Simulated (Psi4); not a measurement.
Psi4 1.11, HF/def2-svp, scf_type pk: Sb(Br)3 ([Br][Sb]([Br])[Br]), 4 atoms. The geometry is a generated start, not checked to be a minimum at this level.

```
Item                                                 Value
-------------------------  -------------------------------
task                                                energy
method                                                 scf
basis                                             def2-svp
memory                                                7 GB
e_convergence                                        1e-08
d_convergence                                        1e-07
guess                       auto, which took SAD (default)
diis_max_vecs                                 10 (default)
scf_initial_accelerator                    adiis (default)
effective core potentials  those of the basis set, past Kr
basis functions                                        122
```

```xyz
4

Sb     0.0047     0.0023     0.9802
Br     0.5202    -2.1271    -0.3279
Br     1.5833     1.5106    -0.3387
Br    -2.1082     0.6143    -0.3136
```

The reference run uses exact four-centre integrals (scf_type = pk). Single runs; times are not shown.

Settings tried, all else as in the reference:
- scf_type = cd, cholesky_tolerance = 0.001
- scf_type = mem_df
- scf_type = dfdirj+snlink
- scf_type = dfdirj+cosx, cosx_radial_points_final = 25, cosx_spherical_points_final = 50
- scf_type = cd, cholesky_tolerance = 0.01
- scf_type = cd, cholesky_tolerance = 1e-05
- scf_type = dfdirj+cosx, cosx_radial_points_final = 50, cosx_spherical_points_final = 194
- scf_type = dfdirj+cosx, cosx_radial_points_final = 75, cosx_spherical_points_final = 302
- scf_type = dfdirj+cosx
- scf_type = cd, cholesky_tolerance = 0.0001 (default)
- scf_type = dfdirj+link
- scf_type = cd, cholesky_tolerance = 1e-06

Question: Sort the settings: which keep to the reference within 1.0 meV/atom in energy, and which don't?

Answer: Within it: scf_type = dfdirj+cosx, cosx_radial_points_final = 75, cosx_spherical_points_final = 302; scf_type = dfdirj+link; scf_type = dfdirj+snlink. At the edge (between 0.75 and 1.33 times the tolerance): scf_type = cd, cholesky_tolerance = 1e-06. Outside: scf_type = mem_df; scf_type = cd, cholesky_tolerance = 1e-05; scf_type = dfdirj+cosx, cosx_radial_points_final = 50, cosx_spherical_points_final = 194; scf_type = dfdirj+cosx, cosx_radial_points_final = 25, cosx_spherical_points_final = 50; scf_type = cd, cholesky_tolerance = 0.0001 (default); scf_type = dfdirj+cosx; scf_type = cd, cholesky_tolerance = 0.001; scf_type = cd, cholesky_tolerance = 0.01.

| setting | energy against the reference |
|---|---|
| scf_type = dfdirj+cosx, cosx_radial_points_final = 75, cosx_spherical_points_final = 302 | +0.16 meV/atom |
| scf_type = dfdirj+link | −0.54 meV/atom |
| scf_type = dfdirj+snlink | −0.61 meV/atom |
| scf_type = cd, cholesky_tolerance = 1e-06 | +0.93 meV/atom |
| scf_type = mem_df | +1.4 meV/atom |
| scf_type = cd, cholesky_tolerance = 1e-05 | +2.4 meV/atom |
| scf_type = dfdirj+cosx, cosx_radial_points_final = 50, cosx_spherical_points_final = 194 | −4.4 meV/atom |
| scf_type = dfdirj+cosx, cosx_radial_points_final = 25, cosx_spherical_points_final = 50 | −15 meV/atom |
| scf_type = cd, cholesky_tolerance = 0.0001 (default) | +26 meV/atom |
| scf_type = dfdirj+cosx | −51 meV/atom |
| scf_type = cd, cholesky_tolerance = 0.001 | +90 meV/atom |
| scf_type = cd, cholesky_tolerance = 0.01 | +290 meV/atom |

Total energies are compared; such shifts often cancel in part in energy differences. The DFDIRJ builders fit J, which adds its shift to that of exchange. Psi4 runs the final COSX grid once, on the density of the start grid. Also tried and not ranked: scf_type = direct (same energy as a listed run). The tolerance is a choice made for this comparison.
